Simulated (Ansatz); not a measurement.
System: CdS (model structure, started from the h-BN type, P6₃/mmc, No. 194, 4 atoms in the cell). Method: LDA (PAW; Ansatz, a first-principles code).

Settings: plane-wave cutoff 520 eV, 12×12×4 k mesh (along the axes of the cell as run), Fermi–Dirac smearing 0.01 eV, scalar-relativistic PAW data made under PBE.

Cell (relaxed at this level):

```
CELL_PARAMETERS angstrom
      4.32401     0.00000     0.00000
     -2.16201     3.74470     0.00000
      0.00000     0.00000     5.61075
ATOMIC_POSITIONS crystal
  Cd 0.33333 0.66667 0.25000
  Cd 0.66667 0.33333 0.75000
  S  0.33333 0.66667 0.75000
  S  0.66667 0.33333 0.25000
```

Problem. Predict the band gap.

Solution. 
* **band gap**: 0.74 eV (on the SCF k mesh)

Note: the relaxation could raise the start's symmetry but not lower it, so the cell can be a saddle point.

Spin–orbit coupling is not included.

Static lattice: no zero-point or thermal effects.

A model structure was made by putting elements into a prototype or built by hand; it is no filed structure, need not be a known phase, and can be a saddle point held by its symmetry.
